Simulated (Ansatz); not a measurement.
Effect of electrons 1.0×10^21 cm⁻³ on ZnO

Consider ZnO in the wurtzite structure (space group P6_3mc, No. 186; a = 3.235 Å, c = 5.211 Å).

One thing is altered: 0.0472 electrons added to each cell, a density of 1.0×10^21 cm⁻³, with a uniform compensating background at fixed cell and a 300 K Fermi–Dirac width.

Level of theory: Ansatz (an electronic-structure program), r2SCAN, PAW, cutoff 500 eV, scalar-relativistic without spin-orbit coupling, earlier PAW set. Γ-centred 21×21×11 mesh, Fermi–Dirac width 0.0259 eV.

| quantity | base | changed | shift |
|---|---|---|---|
| gap between the host's bands | 1.23 eV | 1.21 eV | -0.02 eV |
| gap character | direct at Γ | direct at Γ | – |
| Fermi level relative to the doped band's edge (positive inside the band; to 0.05 eV) | – | +1.10 eV | – |

Cost of the whole job for the changed cell (relaxation, final SCF and bands): roughly 90 core-seconds.

Charged cell with a jellium background: band edges are those of the host's band count, energies are not comparable with the neutral cell, and many-body gap narrowing is missing. No phonon test of stability was made.
